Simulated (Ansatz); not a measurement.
SiO₂ (P4₁2₁2, No. 92), treated with PBE0 (Ansatz, a first-principles code, PAW).

Numerical settings: plane-wave cutoff 460 eV, 4×4×4 k mesh, Fermi–Dirac smearing 0.01 eV, scalar-relativistic PAW data made under PBE.

Cell (relaxed with PBEsol):

```
CELL_PARAMETERS angstrom
      5.03011     0.00000     0.00000
      0.00000     5.03011     0.00000
      0.00000     0.00000     7.01275
ATOMIC_POSITIONS crystal
  Si 0.70215 0.70215 0.50000
  Si 0.79785 0.20215 0.75000
  Si 0.29785 0.29785 0.00000
  Si 0.20215 0.79785 0.25000
  O  0.89853 0.76034 0.32188
  O  0.73966 0.39853 0.57188
  O  0.10147 0.23966 0.82188
  O  0.26034 0.60147 0.07188
  O  0.39853 0.73966 0.42812
  O  0.23966 0.10147 0.17812
  O  0.60147 0.26034 0.92812
  O  0.76034 0.89853 0.67812
```

Task: What does this level give for the band gap?

Result: 
- band gap: 8.17 eV (on the SCF k mesh) (direct)

Note: cell and atoms aren't relaxed at this level (largest force component 0.18 eV/Å, pressure -2.4 GPa).

Computed values are for the static lattice.

It cost very roughly 6 core-minutes of CPU time.
